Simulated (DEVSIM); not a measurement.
Device: Schottky contact on n-type GaAs, at 300 K.

Layer 1 from the left is GaAs, thickness (μm) 0.850, Nd (cm⁻³) 1.3e17, τn (s) 4.1e-9, τp (s) 4.1e-9.

Left contact: Schottky, work function 5.04 eV, emission velocity 5.1e6 cm/s. Right contact: ohmic. Voltage is applied to the left contact. Recombination: SRH at mid-gap. Mobility is constant in doping.

Constants are typed, rounded textbook-type inputs, not results; the design itself was drawn at random and stands for no fabricated device. Values at 300 K.

GaAs: gap (eV) 1.424, affinity (eV) 4.07, permittivity 12.9, Nc (cm⁻³) 4.7e17, Nv (cm⁻³) 9e18, μn (cm²/Vs) 8500, μp (cm²/Vs) 400.

Estimate by hand the built-in potential, the peak field at zero bias, the capacitance at -1.5 V, and compare with a numerical solution.


- Built-in potential: barrier φB = 0.970 eV; Vbi = φB − kT/q ln(N_band/N) = 0.937 V; numerical 0.937 V.
- Peak field at zero bias: depletion approximation: W = √(2εVbi/(qN)) = 0.101 μm with N = 1.30e17 cm⁻³; field = 2Vbi/W = 185000 V/cm; numerical 181000 V/cm (estimate above by 1.9 %).
- Capacitance at -1.5 V: C = √(qεN / 2(Vbi + |V|)) = 69.9 nF/cm²; numerical 70.2 nF/cm² (estimate below by 0.53 %).

Simulated with DEVSIM: 1D drift-diffusion, Boltzmann statistics, complete ionisation; no tunnelling, impact ionisation, image-force lowering or self-heating. Metal contacts follow the ideal Schottky-Mott rule: no Fermi-level pinning, no interface dipoles.
